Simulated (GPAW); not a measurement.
Worked example: self-consistent single point of HgS (F-43m, 2 atoms in the cell) in GPAW.

Method of the run: PBE, GPAW PAW datasets PBE (gpaw-data 1.0.1) (plane waves; GPAW).

```yaml
crystal:
  lattice:
    - [0.00000, 3.02460, 3.02460]
    - [3.02460, 0.00000, 3.02460]
    - [3.02460, 3.02460, 0.00000]
  atoms:
    - { symbol: Hg, position: [0.00000, 0.00000, 0.00000] }
    - { symbol: S, position: [0.25000, 0.25000, 0.25000] }
```

Reference input (self-consistent single point, DFT PBE, plane waves, GPAW PAW datasets PBE (gpaw-data 1.0.1)): mode = pw; ecut = 550 eV; xc = PBE; kpts = 12 12 12; mesh shift (steps) = 0 0 0; occupations.name = methfessel-paxton; occupations.width = 0.05 eV; occupations.order = 1; nbands = -8; symmetry.symmorphic = false; symmetry.tolerance = 0.0005; maxiter = 100. This run's input differs from it in these lines:

```diff
@@ -12,3 +12,3 @@
 
-calc = GPAW(mode={'name': 'pw', 'ecut': 550},
+calc = GPAW(mode={'name': 'pw', 'ecut': 385},
             xc='PBE',
```

Output, abridged:

```
     iter     time        total  log10-change:
                         energy   eigst   dens
iter:   1 --:--:--    -5.589420
iter:   2 --:--:--    -5.506834   -1.40  -1.25
iter:   3 --:--:--    -5.257756   -1.64  -1.29
iter:   4 --:--:--    -5.252190   -3.00  -1.68
iter:   5 --:--:--    -5.281396   -1.91  -1.70
iter:   6 --:--:--    -5.267562   -3.36  -2.29
iter:   7 --:--:--    -5.267756   -4.70  -2.74
iter:   8 --:--:--    -5.268038c  -4.20  -2.72
iter:   9 --:--:--    -5.268006c  -5.48  -3.17
iter:  10 --:--:--    -5.268356c  -5.17  -3.14
iter:  11 --:--:--    -5.268358c  -4.41  -3.20
iter:  12 --:--:--    -5.268332c  -6.43  -3.53
   [... 3 lines left out ...]
iter:  16 --:--:--    -5.268366c  -5.39  -3.62
iter:  17 --:--:--    -5.268385c  -6.07  -3.54
iter:  18 --:--:--    -5.268376c  -5.85  -3.71
iter:  19 --:--:--    -5.268370c  -6.27  -3.83
iter:  20 --:--:--    -5.268368c  -6.28  -4.10c
iter:  21 --:--:--    -5.268369c  -7.01  -4.11c
iter:  22 --:--:--    -5.268370c  -8.04c -4.25c
Converged after 22 iterations.

Dipole moment: (-2.585073, -2.585073, -2.585073) |e|*Ang

Energy contributions relative to reference atoms: (reference = -544013.398625)

Kinetic:        +22.556109
Potential:      -18.579506
External:        +0.000000
XC:              -7.249058
Entropy (-ST):   +0.000061
Local:           -1.995956
SIC:             +0.000000
--------------------------
Free energy:     -5.268349
Extrapolated:    -5.268370

Showing only first 2 kpts
 Kpt  Band  Eigenvalues  Occupancy
  0    10      3.22099    0.82457
  0    11      3.22099    0.82452
  0    12      3.22099    0.82452
  0    13      9.37190    0.00000

  1    10      3.07202    2.00037
  1    11      3.07202    2.00037
  1    12      3.89126   -0.00000
  1    13      8.95815    0.00000

Fermi level: 3.21577

No gap
No difference between direct/indirect transitions
Energy (eV): -5.26837

Forces in eV/Ang:
  0 Hg    0.00000    0.00000   -0.00000
  1 S     0.00000   -0.00000    0.00000

Stress tensor:
     0.017766     0.000000    -0.000000
     0.000000     0.017766     0.000000
    -0.000000     0.000000     0.017766
Stress (GPa, Voigt): [ 2.8464  2.8464  2.8464  0.     -0.      0.    ]
```

The run converged in 22 iterations. GPAW prints stress with tension positive. Against the reference run the free energy goes up by 48.6 meV/atom and the pressure goes from -1.03 to -2.85 GPa.

The starting cell comes from a database of computed structures (which also holds hypothetical and non-ambient phases and stackings), without a prior relaxation at this level. Its lattice was rescaled by a random factor within 2.5 % of one. The run gives no clean gap (levels at the Fermi energy touch, overlap or are partly filled at this smearing), which alone does not show that the compound is a metal.
